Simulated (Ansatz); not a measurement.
AgO (I4₁/a, No. 88, 16 atoms in the cell; start mp-1288) was calculated with r²SCAN+rVV10 (Ansatz, an electronic-structure program, plane waves, PAW).

Numerical settings: plane-wave cutoff 500 eV, 8×8×8 k mesh, Fermi–Dirac smearing 0.05 eV, no spin polarisation, scalar-relativistic PAW data made under PBE.

Cell (relaxed at this level):

```xyz
16
Lattice="-3.3930 3.3930 4.5636 3.3930 -3.3930 4.5636 3.3930 3.3930 -4.5636" Properties=species:S:1:pos:R:3 pbc="T T T"
Ag     3.3930     1.6965     1.1409
Ag     1.6965     3.3930    -1.1409
Ag     0.0000     1.6965     5.7045
Ag     1.6965     0.0000     3.4227
Ag     0.0000     5.0895     1.1409
Ag     1.6965     3.3930     3.4227
Ag     0.0000     1.6965     1.1409
Ag    -1.6965     3.3930     3.4227
O      3.9281     1.7568     3.7456
O      1.6362     3.9281     1.4638
O      2.8579    -1.7568     3.7456
O      1.7568    -0.5351     6.0274
O      2.8579     1.6362    -1.4638
O      5.1498    -0.5351     0.8180
O      0.5351     1.7568     3.0998
O      1.6362     0.5351     0.8180
```

Problem. Estimate the band gap that the calculation returns.

Solution. 
band gap: 0.18 eV (on the SCF k mesh)

Note: the relaxation could not lower the start's symmetry, so the cell can be a saddle point above a distorted one.

Spin–orbit coupling is not included.

It cost roughly 40 core-minutes of CPU time.

A start named mp-… is a Materials Project structure, which need not be a measured phase.
